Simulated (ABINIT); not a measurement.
A self-consistent single point of RbSr3 (I4/mmm, 4 atoms in the cell) with ABINIT.

Method: PBEsol, norm-conserving pseudopotentials (PseudoDojo nc-sr-04 PBEsol standard) (plane waves; ABINIT).

The change in words: lattice scaled by 0.98. Reference geometry:
```xyz
4
Lattice="-3.0907 3.0907 6.3760 3.0907 -3.0907 6.3760 3.0907 3.0907 -6.3760" Properties=species:S:1:pos:R:3 pbc="T T T"
Rb     0.0000     0.0000     0.0000
Sr     0.0000     3.0907     3.1880
Sr     3.0907     0.0000     3.1880
Sr     0.0000     0.0000     6.3760
```

Reference input (self-consistent single point, DFT, PBEsol, plane waves, norm-conserving pseudopotentials (PseudoDojo nc-sr-04 PBEsol standard)): pseudos = [Rb.upf, Sr.upf]; ecut = 925 eV; ixc = -116133; occopt = 3; tsmear = 0.00367493 Ha; ngkpt = 5 5 5; nshiftk = 1; shiftk = 0 0 0; potentials = PseudoDojo nc-sr-04 PBEsol standard; nband = 27; kptopt = 1; nstep = 80. This run's input differs from it in these lines:

```diff
@@ -5,5 +5,5 @@
 rprim
-        -5.8404820471    5.8404820471   12.0489032192
-         5.8404820471   -5.8404820471   12.0489032192
-         5.8404820471    5.8404820471  -12.0489032192
+        -5.7236724061    5.7236724061   11.8079253438
+         5.7236724061   -5.7236724061   11.8079253438
+         5.7236724061    5.7236724061  -11.8079253438
 natom 4
@@ -14,5 +14,5 @@
          0.0000000000    0.0000000000    0.0000000000
-         0.0000000000    5.8404820471    6.0244516096
-         5.8404820471    0.0000000000    6.0244516096
-         0.0000000000    0.0000000000   12.0489032192
+         0.0000000000    5.7236724061    5.9039626719
+         5.7236724061    0.0000000000    5.9039626719
+        -0.0000000000    0.0000000000   11.8079253438
 ecut 925 eV
```

Output (repeated stretches shortened):

```
--- !BeginCycle
solver: {iscf: 7, nstep: 80, nline: 4, wfoptalg: 0, }
tolerances: {toldfe: 1.00E-09, }
...

     iter   Etot(hartree)      deltaE(h)  residm     vres2
 ETOT  1  -129.58784241479    -1.296E+02 3.463E-02 1.719E+01
 ETOT  2  -129.62684567258    -3.900E-02 4.841E-03 3.971E+00
 ETOT  3  -129.62697211024    -1.264E-04 2.109E-03 2.014E-01
 ETOT  4  -129.62698087602    -8.766E-06 1.251E-03 5.563E-02
 ETOT  5  -129.62698238360    -1.508E-06 1.070E-03 1.797E-03
 ETOT  6  -129.62698244365    -6.005E-08 8.235E-04 4.056E-05
 ETOT  7  -129.62698244555    -1.905E-09 5.785E-04 3.410E-06
 ETOT  8  -129.62698244567    -1.142E-10 3.693E-04 2.277E-07
 ETOT  9  -129.62698244569    -2.328E-11 2.068E-04 3.561E-09
 At SCF step    9, etot is converged :
  for the second time, diff in etot=  2.328E-11 < toldfe=  1.000E-09

 Cartesian components of stress tensor (hartree/bohr^3)
  sigma(1 1)= -3.09149195E-06  sigma(3 2)=  0.00000000E+00
  sigma(2 2)= -3.09149195E-06  sigma(3 1)=  0.00000000E+00
  sigma(3 3)=  2.02437326E-06  sigma(2 1)=  0.00000000E+00

 ----iterations are completed or convergence reached----

 reduced coordinates (array xred) for    4 atoms
       0.000000000000      0.000000000000      0.000000000000
       0.750000000000      0.250000000000      0.500000000000
       0.250000000000      0.750000000000      0.500000000000
       0.500000000000      0.500000000000      0.000000000000
 cartesian forces (eV/Angstrom) at end:
    1     -0.00000000000000    -0.00000000000000     0.00000000000000
   [... lines left out ...]
 Fermi (or HOMO) energy (hartree) =   0.12134   Average Vxc (hartree)=  -0.26926
 Fermi (or HOMO) energy (eV) =   3.30171   Average Vxc (eV)=  -7.32694
   [... lines left out ...]
total_energy        : -1.29626982445690E+02
total_energy_eV     : -3.52732957794315E+03
band_energy         : -2.07518462471557E+01
...

-Cartesian components of stress tensor (GPa)         [Pressure=  4.0784E-02 GPa]
- sigma(1 1)= -9.09548181E-02  sigma(3 2)=  0.00000000E+00
- sigma(2 2)= -9.09548181E-02  sigma(3 1)=  0.00000000E+00
- sigma(3 3)=  5.95591076E-02  sigma(2 1)=  0.00000000E+00

 Calculation completed.
```

The run converged in 9 iterations. Against the reference run the free energy drops by 4.8 meV/atom and the pressure goes from -0.46 to 0.04 GPa.

The starting cell comes from a database of computed structures (which also holds hypothetical and non-ambient phases and stackings), without a prior relaxation at this level. For this run, on top of that: lattice scaled by 0.98.

Cost on one core of a shared machine: roughly 5 min.
